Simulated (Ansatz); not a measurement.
Worked example: self-consistent single point of LuPt₃ (P4mm, 4 atoms in the cell) in Ansatz (a quantum-chemistry and plane-wave program).

Level of theory: PBEsol, default PAW files made with PBE (plane waves; Ansatz).

The change in words: lattice scaled by 0.98; basis.ecutwfc: 420 eV → 565 eV. Reference geometry:
```xyz
4
Lattice="4.0256 0.0000 0.0000 0.0000 4.0256 0.0000 0.0000 0.0000 4.0256" Properties=species:S:1:pos:R:3 pbc="T T T"
Lu     0.0000     0.0000     0.0500
Pt     0.0000     2.0128     2.0128
Pt     2.0128     0.0000     2.0128
Pt     2.0128     2.0128     0.0000
```

Reference input (self-consistent single point, DFT, PBEsol, plane waves, default PAW files made with PBE): basis.ecutwfc = 420 eV; kpoints.mp_grid.grid = 7 7 7; hamiltonian.xc = pbesol; hamiltonian.pseudopotentials = {kind: paw} (the program's default PAW files); scf.occupations.method = fermi_dirac; scf.occupations.width = 0.1 eV. This run's input differs from it in these lines:

Ansatz 0.2 input:
```diff
@@ -3,12 +3,12 @@
   lattice:
-    - [4.02556100, 0.00000000, 0.00000000]
-    - [0.00000000, 4.02556100, 0.00000000]
-    - [0.00000000, 0.00000000, 4.02556100]
+    - [3.94505000, 0.00000000, 0.00000000]
+    - [0.00000000, 3.94505000, 0.00000000]
+    - [0.00000000, 0.00000000, 3.94505000]
   atoms:
-    - { symbol: Lu, position_ang: [0.00000000, 0.00000000, 0.05000149] }
-    - { symbol: Pt, position_ang: [0.00000000, 2.01278050, 2.01278050] }
-    - { symbol: Pt, position_ang: [2.01278050, 0.00000000, 2.01278050] }
-    - { symbol: Pt, position_ang: [2.01278050, 2.01278050, 0.00000000] }
+    - { symbol: Lu, position_ang: [0.00000000, 0.00000000, 0.04900147] }
+    - { symbol: Pt, position_ang: [0.00000000, 1.97252500, 1.97252500] }
+    - { symbol: Pt, position_ang: [1.97252500, 0.00000000, 1.97252500] }
+    - { symbol: Pt, position_ang: [1.97252500, 1.97252500, 0.00000000] }
 basis:
-  ecutwfc: 420.0
+  ecutwfc: 565.0
 kpoints:
```

The program printed (abridged):

```
SCF iter   1: F=—  HF=-51766.995405 eV  |F-HF|=—  |Δ(HF+E_count)|=         —  Δρ=1.04e-2  dr2=9.41e-2  ethr=1.77e-3  ⟨swp⟩=7.0  Hψ=8677  notcnv=0
all-band conjugate gradients solve this SCF's bands
preconditioner: auto → Kerker (q_TF=auto, 2.845 Å⁻¹)
SCF iter   2: F=—  HF=-51766.976599 eV  |F-HF|=—  |Δ(HF+E_count)|=   1.88e-2  Δρ=3.56e-3  dr2=1.16e-2  ethr=1.19e-4  ⟨swp⟩=2.2  Hψ=3428  notcnv=0
   [... lines left out ...]
SCF iter   5: F=—  HF=-51766.974510 eV  |F-HF|=—  |Δ(HF+E_count)|=   8.84e-5  Δρ=2.66e-4  dr2=7.01e-5  ethr=4.56e-7  ⟨swp⟩=2.4  Hψ=3564  notcnv=0
SCF iter   6: F=—  HF=-51766.974475 eV  |F-HF|=—  |Δ(HF+E_count)|=   3.49e-5  Δρ=1.37e-4  dr2=9.25e-6  ethr=8.88e-8  ⟨swp⟩=2.3  Hψ=3513  notcnv=0
SCF iter   7: F=—  HF=-51766.974472 eV  |F-HF|=—  |Δ(HF+E_count)|=   2.29e-6  Δρ=2.86e-5  dr2=5.04e-7  ethr=1.17e-8  ⟨swp⟩=2.0  Hψ=3331  notcnv=0
SCF iter   8: F=-51766.974472 eV  HF=-51766.974472 eV  |F-HF|=1.57e-8  |Δ(HF+E_count)|=   1.41e-7  Δρ=6.35e-6  dr2=3.02e-8  ethr=1.27e-10  ⟨swp⟩=12.1  Hψ=11498  notcnv=0
SCF 1 converged in 8 iterations: F = -51766.974472 eV  dr2 = 3.02e-8
Free energy (F): -51766.974472 eV
Internal energy: -51766.886786 eV  (E = F + TS)
E sigma→0 (E₀):  -51766.930629 eV
Entropy (-TS):   -0.087686 eV (-21.922 meV/atom)
Fermi energy:    23.594995 eV
--- Forces (eV/Å), atoms counted from 1 ---
  atom   1  Lu    -0.00000000     0.00000000    -0.66296303
  atom   2  Pt     0.00000000     0.00000000     0.33212596
  atom   3  Pt     0.00000000     0.00000000     0.33212596
  atom   4  Pt     0.00000000     0.00000000    -0.00131375
--- Stress (GPa, compression-positive) ---
       14.774070       0.000000       0.000000
        0.000000      14.774070       0.000000
        0.000000       0.000000      14.781865
  P = ⅓ Tr σ = 14.7767 GPa (147.767 kbar)
  The stress holds the Pulay correction. Without it, at fixed plane waves, as pw.x and ABINIT print it: P = 14.7685 GPa
```

The run converged in 8 iterations. Against the reference run the free energy goes up by 39.8 meV/atom, the pressure goes from -0.02 to 14.78 GPa and the largest force goes from 0.525 to 0.663 eV/Å.

The starting cell comes from a database of computed structures (which also holds hypothetical and non-ambient phases and stackings), without a prior relaxation at this level. Its lattice was rescaled by up to half a per cent. One atom was moved a little off its site on purpose. For this run, on top of that: lattice scaled by 0.98. Spin polarisation is off. Ansatz's pressure includes its estimate of the finite-basis (Pulay) stress.
